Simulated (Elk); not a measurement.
Band structure of LaTe (Fm-3m, 2 atoms in the cell).

```
LaTe
1.0
    0.00000     3.24713     3.24713
    3.24713     0.00000     3.24713
    3.24713     3.24713     0.00000
La Te
1 1
Direct
  0.00000   0.00000   0.00000
  0.50000   0.50000   0.50000
```

Method of the run: LDA (PW92), all-electron FP-LAPW, Elk's shipped species files, APW+lo basis with extra local orbitals in Elk 10.2.4.

Settings: xctype = 3; rgkmax = 8; stype = 3; swidth = 0.00499791 Ha; ngridk = 9 9 9; gmaxvr = 18 1/bohr; lmaxapw = 10; lmaxo = 8; nxlo = 2; lorbcnd = true; lradstp = 2; nrmtscf = 2; lmaxi = 4.

The starting cell comes from a database of computed structures (which also holds hypothetical and non-ambient phases and stackings), without a prior relaxation at this level. Spin-orbit coupling is off. Values depend on the basis (sphere radii, cutoffs, local orbitals), which need not be converged.

Levels in eV from the Fermi level, bands 10 to 17:
```tsv
point	10	11	12	13	14	15	16	17
Γ	-12.31	-2.28	-2.28	-2.28	0.03	0.03	0.03	0.67
X	-11.98	-3.61	-2.69	-2.69	-1.51	1.14	1.15	1.23
W	-11.72	-3.94	-3.45	-3.45	0.45	0.45	1.18	1.18
K	-11.73	-3.90	-3.56	-3.28	-0.35	1.04	1.08	1.19
L	-11.29	-5.14	-3.80	-3.80	0.75	1.06	1.06	1.26
U	-11.73	-3.90	-3.56	-3.28	-0.35	1.04	1.08	1.19
```

Bands cross the Fermi level along this path, so the cell is metallic at this level.
